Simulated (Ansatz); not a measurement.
Given:

```
CELL_PARAMETERS angstrom
      0.04431     2.59100     2.59100
      2.59100     0.04431     2.59100
      2.63531     2.63531     0.00000
ATOMIC_POSITIONS crystal
  Mg 0.00000 0.00000 0.00000
  S  0.50000 0.50000 0.50000
```

No spin polarisation.

Calculations: PBEsol, PAW, 420 eV (Ansatz, a program for electronic structure; no spin-orbit coupling). Settings: 11×11×11 k-points, 0.05 eV Fermi–Dirac smearing.

### Question
Predict the smallest direct gap, stress and gap character.

### Answer
- Smallest direct gap: 3.51 eV
- Stress (xx, yy, zz, yz, xz, xy; compression positive): (0.06, 0.06, -0.04, 0.00, 0.00, -1.86) GPa
- Gap character: indirect, Γ → X

The cells carry an imposed strain or load. Stability against distortions was not tested. The cell was made from MgS in the rock salt structure (space group Fm-3m, No. 225) by this change: tensor shear ε_xy = +1.71 %.
